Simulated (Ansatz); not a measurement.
System: Ta2O5 (model structure, C2/c, No. 15, 14 atoms in the cell). Method: PBEsol in Ansatz (plane waves, PAW).

Numerical settings: plane-wave cutoff 520 eV, 8×8×6 k mesh (along the axes of the cell as run), Fermi–Dirac smearing 0.01 eV, scalar-relativistic PAW data made under PBE.

Cell (relaxed with PBEsol):

```cif
data_O20Ta8
_chemical_formula_sum 'Ta8 O20'
_space_group_name_H-M_alt 'C2/c'
_space_group_IT_number 15
_space_group_name_Hall '-C 2yc'
_cell_length_a 12.81859
_cell_length_b 4.86865
_cell_length_c 5.52505
_cell_angle_alpha 90.000
_cell_angle_beta 103.688
_cell_angle_gamma 90.000
loop_
_atom_site_label
_atom_site_type_symbol
_atom_site_symmetry_multiplicity
_atom_site_Wyckoff_symbol
_atom_site_fract_x
_atom_site_fract_y
_atom_site_fract_z
_atom_site_occupancy
Ta1 Ta 8 f 0.14057 0.24538 0.26758 1
O1 O 8 f 0.38923 0.05278 0.02241 1
O2 O 8 f 0.20516 0.07083 0.62803 1
O3 O 4 e 0.00000 0.10306 0.25000 1
```
(The calculation used a cell of 14 atoms; values per cell refer to that cell.)

Problem. What does this level give for the band gap, smallest direct gap on the k points sampled and Γ–Γ gap?

Solution. 
- band gap = 3.17 eV
- smallest direct gap on the k points sampled = 3.36 eV
- Γ–Γ gap = 3.46 eV

Note: the relaxation could raise the start's symmetry but not lower it, so the cell can be a saddle point.

Spin–orbit coupling is not included.

Computed values are for the static lattice.

A model structure was made by putting elements into a prototype or built by hand; it is no filed structure, need not be a known phase, and can be a saddle point held by its symmetry.

Ansatz is a quantum-chemistry and plane-wave program.
